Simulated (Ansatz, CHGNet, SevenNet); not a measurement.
**TiSi₂ (Cmcm, No. 63, 6 atoms in the cell; start mp-1077503; a measured phase of this formula has another space group): properties by level of theory**

```tsv
level (code)	volume per atom (Å³/atom)	enthalpy of formation (eV/atom)
CHGNet-r²SCAN	14.26	-0.580
SevenNet-l3i5	14.31	-0.578
r²SCAN (Ansatz)	14.16	-0.553
r²SCAN+rVV10 (Ansatz)	14.08	-0.582
```

Caveats: the relaxation could not lower the start's symmetry, so the cell can be a saddle point above a distorted one (CHGNet-r²SCAN, SevenNet-l3i5, r²SCAN, r²SCAN+rVV10). Ansatz's density-functional and Hartree–Fock values are scalar-relativistic unless marked +SOC, with PAW data made under PBE.

The crystal itself was run without spin with r²SCAN, r²SCAN+rVV10; a magnetic state was not tried in these runs.

The computed numbers hold no vibrational or temperature effects.

A start named mp-… is a Materials Project structure, which need not be a measured phase.

Ansatz is a program for electronic structure.
